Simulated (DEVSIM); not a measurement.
Structure: abrupt GaAs n-p junction, at 350 K.

Layer 1 from the left is GaAs, thickness (μm) 0.570, Nd (cm⁻³) 5.4e16, τn (s) 2.8e-9, τp (s) 2.8e-9. Layer 2 from the left is GaAs, thickness (μm) 150, Na (cm⁻³) 1e15, τn (s) 8.4e-11, τp (s) 2.8e-9.

Left contact: ohmic. Right contact: ohmic. Voltage is applied to the left contact. Recombination: SRH at mid-gap, radiative, Auger. Mobility is μmin + (μ − μmin)/(1 + (N/Nref)^α).

Constants are typed, rounded textbook-type inputs, not results; the design itself was drawn at random and stands for no fabricated device. Values at 300 K; Nc and Nv go as T^1.5, mobilities as T to minus their exponent, the gap by Varshni's rule with the affinity fixed.

GaAs: gap (eV) 1.424, affinity (eV) 4.07, permittivity 12.9, Nc (cm⁻³) 4.7e17, Nv (cm⁻³) 9e18, μn (cm²/Vs) 8500, μp (cm²/Vs) 400, μn,min 500, μp,min 20, Nref,n 6e16, Nref,p 1.5e17, αn 0.39, αp 0.38, T exponent of μn 2.1, T exponent of μp 2.2, B (cm³/s) 2e-10, Cn (cm⁶/s) 1e-30, Cp (cm⁶/s) 1e-30, Varshni α (eV/K) 0.000541, Varshni β (K) 204.

### Question
Estimate by hand the built-in potential, the peak field at zero bias, the capacitance at 6 V, and compare with a numerical solution.

### Answer

- Built-in potential: ni = √(Nc Nv) exp(−Eg/2kT) = 2.12e8 cm⁻³ with Eg = 1.401 eV; Vbi = kT/q ln(Na Nd/ni²) = 1.047 V; numerical 1.047 V.
- Peak field at zero bias: depletion approximation: W = √(2εVbi/(qN)) = 1.23 μm with N = 9.82e14 cm⁻³; field = 2Vbi/W = 17000 V/cm; numerical 19100 V/cm (estimate below by 11 %).
- Capacitance at 6 V: C = √(qεN / 2(Vbi + |V|)) = 3.57 nF/cm²; numerical 3.59 nF/cm².

DEVSIM, 1D drift-diffusion, Boltzmann statistics, complete ionisation; no tunnelling, impact ionisation, image-force lowering or self-heating.
